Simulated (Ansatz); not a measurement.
## PbTe: pressure −2 GPa

The parent structure is PbTe in the rock salt structure (space group Fm-3m, No. 225; a = 6.442 Å).

One thing is altered: hydrostatic tension (pressure −2 GPa).

Computed with PBEsol in Ansatz (plane waves to 420 eV, PAW, spin-orbit coupling left out). k-mesh 9×9×9 (Γ-centred); smearing 0.05 eV (Fermi–Dirac).

* **Volume per atom**: 35.14 Å³ (base 33.42 Å³)
* **Density**: 7.91 g/cm³ (base 8.32 g/cm³)
* **Lattice parameter a**: 6.551 Å (base 6.442 Å)
* **Band gap**: 0.75 eV (base 0.65 eV)
* **Gap character**: direct at L (base direct at L)
* **Mean gap deformation potential ΔEg/Δln V**: +2.0 eV
* **Width of the top valence band**: 2.56 eV (base 2.86 eV)
* **Electron mass**: 0.29 mₑ along k, 0.10 mₑ across (at L) (base 0.26 mₑ along k, 0.098 mₑ across (at L))
* **Valley order (the lowest conduction-band minima on the path, energy above the VBM, named in the base's zone)**: L along ⟨111⟩ 0.75 eV; a point along ⟨110⟩, about 0.6 Å⁻¹ from Γ 1.31 eV; a point along ⟨100⟩, about 0.3 Å⁻¹ from Γ 1.76 eV (base L along ⟨111⟩ 0.65 eV; a point along ⟨110⟩, about 0.6 Å⁻¹ from Γ 1.25 eV; a point along ⟨100⟩, about 0.3 Å⁻¹ from Γ 1.70 eV)

With Pb and Te present, leaving out spin-orbit coupling can change the band edges. Load acts through the strain it causes; cell and atoms are relaxed under it. Masses are band curvatures over ±0.01 Å⁻¹ around the edge. Along k means along the line from Γ to the band edge. Stability against distortions was not tested.

Ansatz is a first-principles code.
